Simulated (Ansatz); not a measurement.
The starting structures come from a database of crystals and need not be the phases stable at ambient conditions.

 Where the default PAW files enter, the runs use the earlier of Ansatz's two default sets.

Inside the gap of an insulator the Bloch states are evanescent, with a wavenumber k + iκ along the transport direction.

Input:

```xyz
14
Lattice="4.4085 0.0000 0.0000 0.0000 12.1229 0.0018 0.0000 -1.0379 3.3910" Properties=species:S:1:pos:R:3 pbc="T T T"
V      0.4971     1.6391     0.5017
V      0.4971     9.4459     2.8911
V      3.9114     3.3844     2.8902
V      3.9114     7.7006     0.5026
O      0.0141     0.0000     0.0000
O      4.3944     6.0615     0.0009
O      2.0799     1.6039     0.4909
O      2.0799     9.4811     2.9019
O      2.3286     3.4197     2.9010
O      2.3286     7.6654     0.4918
O      0.0178     1.4897     2.3103
O      0.0178     9.5954     1.0825
O      4.3907     3.5339     1.0816
O      4.3907     7.5511     2.3112
```

Space group of this cell: Pmmn. The cell was relaxed by PBE-D3(BJ); by r2SCAN its mean pressure is -3.0 GPa.

Transport runs along the normal of the first two printed cell vectors.

The gap is the functional's own. No spin-orbit coupling. Mid-gap values are interpolated on the energy grid.

Q: Estimate the band gap and the smallest decay constant κ at mid-gap that r2SCAN (Ansatz, an electronic-structure program) returns for this system.

A: Gap 2.18 eV on a 8×10×10 mesh; κ = 0.415 1/Å, at (0.000, 0.250) of the in-plane reciprocal vectors. At the zone centre, at the nearest computed energy, the slowest state has κ = 0.44 1/Å.
